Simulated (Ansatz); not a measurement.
## Defect calculation: Pt_Al in fcc Al

Method: PBE, PAW (plane waves to 420 eV; Ansatz, a quantum-chemistry and plane-wave program). Cell and caveats: 108-site cell; 4×4×4 shifted k-points; start: the Al site; no spin–orbit coupling; finite-size errors of tenths of an eV; the relaxation kept the symmetry of the starting site.

Neighbours after relaxation, in Å: of the Pt atom: Al 2.82, Al 2.82, Al 2.82, Al 2.82, Al 2.82, Al 2.82, Al 2.82, Al 2.82 (the shell may go on).

Formation energies E_f are those of the neutral cell. Chemical conditions: impurity bounded by its compound with the host (Δμ(Al) = 0.00 eV, Δμ(Pt) = -2.64 eV, bounded by Al2Pt (Fm-3m); only phases computed here count, gases as isolated molecules at 0 K). Reference phases: Al: fcc Al, Pt: fcc Pt.

| charge | moment (μB) | point group | largest move off a lattice site (Å) | E_f, impurity bounded by its compound with the host (eV) |
|---|---|---|---|---|
| 0 | not spin-polarised | Oh | 0.04 | 0.64 |

Point groups are those of the whole cell at tolerances of 0.03 and 0.1 Å ("near" where only the looser one holds); none is given for unsettled states.

All states together cost very roughly 12 core-minutes.
